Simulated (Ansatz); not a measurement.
Consider Si (space group Ia-3, No. 206; a = 6.601 Å).

Computed with PBEsol, PAW, 420 eV (Ansatz, a quantum-chemistry and plane-wave program; no spin-orbit coupling), earlier PAW set.

For the base:

| Item | Result |
|---|---|
| Volume per atom | 17.98 Å³ |
| Space group | Ia-3 (No. 206) |

Now apply this change: full substitution Si → V; the structure is relaxed again.

Tabulated Pauling electronegativity and covalent radius: Si 1.90, 1.11 Å; V 1.63, 1.53 Å.

Problem. What does the calculation give for the volume per atom after the change?

Solution. The volume per atom falls by 3.24 Å³ to 14.74 Å³.

Problem. What does the calculation give for the space group after the change?

Solution. The space group goes from Ia-3 (No. 206) to Ia-3d (No. 230).

Stability against distortions was not tested. As relaxed here, V is a hypothetical phase, not in the database extracts checked. Starting moments died away, wholly or in part, for Si → V; another magnetic solution may exist. All final runs are without spin polarisation. This is not the structure that Si has at room temperature and ambient pressure.
